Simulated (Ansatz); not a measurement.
Start from SrTiO3 in the cubic perovskite structure (space group Pm-3m, No. 221).

```xyz
5
Lattice="3.8911 0.0000 0.0000 0.0000 3.8911 0.0000 0.0000 0.0000 3.8911" Properties=species:S:1:pos:R:3 pbc="T T T"
Sr     0.0000     0.0000     0.0000
Ti     1.9456     1.9456     1.9456
O      1.9456     0.0000     1.9456
O      0.0000     1.9456     1.9456
O      1.9456     1.9456     0.0000
```

Cartesian axes are those of the cell as printed.

Calculations: Ansatz (a program for electronic structure) PBEsol, no spin-orbit coupling.

Strains are applied to the cell and any free atomic positions relax.

One change was made to it. Results:

```json
[
 {"quantity": "pressure (mean of the normal stresses, compression positive)", "base": "-0.01 GPa", "after": "-1.09 GPa"},
 {"quantity": "band gap", "base": "1.85 eV", "after": "1.83 eV"},
 {"quantity": "smallest direct gap", "base": "2.19 eV", "after": "2.18 eV"}
]
```

Q: Name the change that was made.
A. uniaxial strain ε_zz = +2.40 %
B. uniaxial strain ε_zz = +3.00 %
C. uniaxial strain ε_zz = +0.60 %
D. uniaxial strain ε_zz = +1.80 %

A: C, uniaxial strain ε_zz = +0.60 %. For comparison, the band gap in the other runs: uniaxial strain ε_zz = +3.00 % gives 1.74 eV; uniaxial strain ε_zz = +1.80 % gives 1.78 eV; uniaxial strain ε_zz = +2.40 % gives 1.76 eV.

Stability against distortions was not tested. All final runs are without spin polarisation. Many cubic perovskites are stable only at high temperature; tilts and polar distortions were not tested.
